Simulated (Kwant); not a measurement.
System: Aharonov-Bohm ring in a Si two-dimensional gas. Effective mass 0.19 mₑ, grid spacing 3.3 nm, hard walls, nominal width 40 nm (13 grid rows, so walls 46.2 nm apart), one parabolic valley, scattering region 250 nm long along x; energies count from the band bottom; Fermi energy 0.0063 eV. Ring of mean radius 65 nm, arms as wide as the leads. Perpendicular field swept from 0 to 0.93 T, none in the leads; orbital effect alone.

The device is made up for the run: typed textbook-type constants, with dimensions and the other settings drawn at random.

Computed with Kwant: effective-mass tight-binding model on a square grid, one spin, coherent transport at 0 K. Conductance is in e²/h.

Density of the scattering states that come in from the left lead, at field = 0.22989 T, in bins, relative to the largest site value (x marks bins outside the device):

```
|xxxxxxxxxxxxxxx01112210000000xxxxxxxxxxxxxxx|
|xxxxxxxxxxxxx015753562131012100xxxxxxxxxxxxx|
|xxxxxxxxxxx0123795134225313422210xxxxxxxxxxx|
|xxxxxxxxxx025642210121243343148620xxxxxxxxxx|
|xxxxxxxxx00124310000000112211244430xxxxxxxxx|
|xxxxxxxx002222110000xxxx000000027830xxxxxxxx|
|xxxxxxxx002554100xxxxxxxxxx000026741xxxxxxxx|
|xxxxxxx011123310xxxxxxxxxxxx000013320xxxxxxx|
|221112112455310xxxxxxxxxxxxxx013455300000000|
|55434541134431xxxxxxxxxxxxxxxx02322100111111|
|33322334784110xxxxxxxxxxxxxxxx13432211100111|
|22222333674331xxxxxxxxxxxxxxxx14521111000000|
|44223553333442xxxxxxxxxxxxxxxx14312321000000|
|110012236633530xxxxxxxxxxxxxx034337720000000|
|xxxxxxx134226620xxxxxxxxxxxx013313651xxxxxxx|
|xxxxxxxx023455420xxxxxxxxxx023225862xxxxxxxx|
|xxxxxxxx013312563100xxxx011355128941xxxxxxxx|
|xxxxxxxxx01323554331111124654433641xxxxxxxxx|
|xxxxxxxxxx023432233233454663135421xxxxxxxxxx|
|xxxxxxxxxxx0024784123123212323210xxxxxxxxxxx|
|xxxxxxxxxxxxx025754773244212100xxxxxxxxxxxxx|
|xxxxxxxxxxxxxxx01224532321000xxxxxxxxxxxxxxx|
```
Scale: ten equal steps from 0.004 (start of '0') to 0.860 (end of '9'), in the order '0123456789'; x runs from -119 to 119, y from -78.8 (bottom) to 78.8 (top).

The conductance there is 0.80 e²/h with 2 open channel(s) in the leads.
